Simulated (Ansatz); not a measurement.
Output of an Ansatz run (abridged):

```
WARN ansatz: RAYON_NUM_THREADS=1 ignored (pool sized by the plan → 1); use --threads N
Pseudopotentials: kind: paw
Pseudopotential: Ir, paw, valence charge 17
Pseudopotential: W, paw, valence charge 14
Crystal: 4 atoms, lattice volume = 60.341 Å³
Basis set: ecut = 420.4159175005146 eV, 1179 PW (Γ)
Bands: 38, of which v1, the nominal top of the filled ones, is band 31 counted from 1 (30 counted from 0)
Symmetry: 8 space group operations
Space group: Pmma (ITA 51), of the structure as read, at distance tolerance 3.9e-5 Å
k-points: 140 of 672
PAW frozen core: Ir, regenerated for the run's functional, and the local potential with it
PAW frozen core: W, regenerated for the run's functional, and the local potential with it
Initial density: superposition of atomic densities (neutral atoms: chi_scale 0, normalization atom), corrected by the library's trained network
Initial wavefunctions: pseudopotential atomic-orbital guess
Eigensolver: davidson
Functional: x = slater, c = lda
SCF iter   1: F=—  HF=-43587.691256 eV  |F-HF|=—  |Δ(HF+E_count)|=         —  Δρ=1.05e-2  dr2=5.37e-2  ethr=1.77e-3  ⟨swp⟩=5.3  Hψ=18077  notcnv=0  defer=2
all-band conjugate gradients solve this SCF's bands
preconditioner: auto → Kerker (q_TF=auto, 2.741 Å⁻¹)
SCF iter   2: F=—  HF=-43587.689089 eV  |F-HF|=—  |Δ(HF+E_count)|=   2.17e-3  Δρ=5.96e-3  dr2=1.75e-2  ethr=8.65e-5  ⟨swp⟩=1.1  Hψ=6454  notcnv=0  defer=2
SCF iter   3: F=—  HF=-43587.687428 eV  |F-HF|=—  |Δ(HF+E_count)|=   1.66e-3  Δρ=4.55e-4  dr2=1.06e-4  ethr=2.83e-5  ⟨swp⟩=2.0  Hψ=6008  notcnv=0  defer=2
SCF iter   4: F=—  HF=-43587.687406 eV  |F-HF|=—  |Δ(HF+E_count)|=   2.18e-5  Δρ=8.77e-5  dr2=5.42e-6  ethr=1.71e-7  ⟨swp⟩=2.0  Hψ=7192  notcnv=0  defer=2
SCF iter   5: F=—  HF=-43587.687404 eV  |F-HF|=—  |Δ(HF+E_count)|=   2.09e-6  Δρ=2.25e-5  dr2=3.29e-7  ethr=8.74e-9  ⟨swp⟩=2.3  Hψ=6782  notcnv=0  defer=2
SCF iter   6: F=-43587.687404 eV  HF=-43587.687404 eV  |F-HF|=1.04e-8  |Δ(HF+E_count)|=   6.23e-8  Δρ=4.76e-6  dr2=1.76e-8  ethr=1.61e-10  ⟨swp⟩=8.6  Hψ=20405  notcnv=0
SCF 1 converged in 6 iterations: F = -43587.687404 eV  dr2 = 1.76e-8
SCF converged after 6 iterations
Free energy (F): -43587.687404 eV
Harris-Foulkes:  -43587.687404 eV  (|F-HF|=1.04e-8)
Internal energy: -43587.675404 eV  (E = F + TS)
E sigma→0 (E₀):  -43587.681404 eV
Entropy (-TS):   -0.012000 eV (-3.000 meV/atom)
Fermi energy:    23.214881 eV
--- Per-component energies (eV) ---
  E_band       = -375.571880
  E_kinetic    = 2145.359687
  E_local      = -3504.847077  (includes V_loc(G=0)·N_el)
  E_nonlocal   = 171.043684
  E_hartree    = 1313.482789
  E_xc         = -1063.178993
  E_vxc        = -1078.012358  (∫ρ·V_xc dr)
  E_paw        = -34525.100502  (= ΣΔE_a)
  E_vpaw       = -736.082646  (= ΣTr[D̂ρ^β])
  E_aug_tail   = -0.000025  (compensation charges beyond the density's cutoff)
  E_ewald      = -8125.824478
  E_core_change = 1.389510  (= ΣΔE_core)
  E_smearing   = -0.012000  (= −TS)
  E_closure    = 0.000000  (closes the sum)
  Σ components = -43587.687404   (vs F -43587.687404, Δ=0.00e0)
--- Forces (eV/Å), atoms counted from 1 ---
  atom   1  Ir     0.00000000     0.00000000     0.01473807
  atom   2  Ir     0.00000000     0.00000000    -0.01473807
  atom   3  W      0.00000000     0.00000000     0.01704633
  atom   4  W      0.00000000     0.00000000    -0.01704633
  max |Σ_I F_I| component: 0.00e0 eV/Å
--- Stress (GPa, compression-positive) ---
      -14.777166       0.000000       0.000000
        0.000000     -14.688297       0.000000
        0.000000       0.000000     -13.135848
  P = ⅓ Tr σ = -14.2004 GPa (-142.004 kbar)
  The stress holds the Pulay correction. Without it, at fixed plane waves, as pw.x and ABINIT print it: P = -14.2402 GPa
--- Band table (eV; the first three rows and the last of 140) ---
  k-point 0: bands = ["-69.1297", "-69.1169", "-50.6369", "-50.5901", "-26.0226", "-25.9710", "-25.8796", "-25.8507", "-25.7847", "-25.7594", "-15.0576", "-15.0044", "-14.7809", "-14.6094", "-14.4657", "-14.4027", "13.2985", "16.3713", "16.9693", [...]
  k-point 1: bands = ["-69.1297", "-69.1169", "-50.6369", "-50.5902", "-26.0218", "-25.9690", "-25.8791", "-25.8514", "-25.7845", "-25.7596", "-15.0575", "-15.0064", "-14.7877", "-14.6098", "-14.4663", "-14.4027", "13.4981", "16.5165", "16.9094", [...]
  k-point 2: bands = ["-69.1296", "-69.1170", "-50.6369", "-50.5903", "-26.0200", "-25.9645", "-25.8780", "-25.8532", "-25.7839", "-25.7601", "-15.0572", "-15.0108", "-14.8032", "-14.6106", "-14.4677", "-14.4027", "14.0663", "16.4820", "17.0692", [...]
  k-point 139: bands = ["-69.1076", "-69.1076", "-50.5644", "-50.5644", "-26.1031", "-26.1031", "-25.9724", "-25.9724", "-25.8173", "-25.8173", "-15.1893", "-15.1893", "-14.9775", "-14.9775", "-14.5958", "-14.5958", "16.7603", "16.7603", "16.7647", [...]
```

The structure:

```xyz
4
Lattice="4.4829 0.0000 0.0000 0.0000 2.7813 0.0000 0.0000 0.0000 4.8396" Properties=species:S:1:pos:R:3 pbc="T T T"
Ir     1.1207     1.3906     1.5604
Ir     3.3622     1.3906     3.2792
W      1.1207     0.0000     4.0042
W      3.3622     0.0000     0.8354
```

Q: What input produced this log?

A: Other spellings and defaults could give the same log, and not every line can be read from it. The input that was run (DFT, LDA (PW92), plane waves, default PAW files made with PBE):

Ansatz 0.2 input:
```yaml
# IrW
crystal:
  lattice:
    - [4.48287800, 0.00000000, 0.00000000]
    - [0.00000000, 2.78127900, 0.00000000]
    - [0.00000000, 0.00000000, 4.83959500]
  atoms:
    - { symbol: Ir, position: [0.25000000, 0.50000000, 0.32243000] }
    - { symbol: Ir, position: [0.75000000, 0.50000000, 0.67757000] }
    - { symbol: W, position: [0.25000000, 0.00000000, 0.82738000] }
    - { symbol: W, position: [0.75000000, 0.00000000, 0.17262000] }
basis:
  ecutwfc: 30.9 Ry
kpoints:
  mp_grid: { grid: [8, 12, 7] }
hamiltonian:
  xc: lda
  pseudopotentials: { kind: paw }
scf:
  occupations: { method: gaussian, width: 0.0073 Ry }
output:
  forces: true
  eigenvalues: true
  stress: true
```

The starting cell comes from a database of computed structures (which also holds hypothetical and non-ambient phases and stackings), without a prior relaxation at this level. Its lattice was rescaled by up to half a per cent. Spin-orbit coupling is off. Spin polarisation is off. With a pressure of about -14 GPa the cell is away from its equilibrium volume at this level. Ansatz's pressure includes its estimate of the finite-basis (Pulay) stress.

Ansatz is a first-principles code.
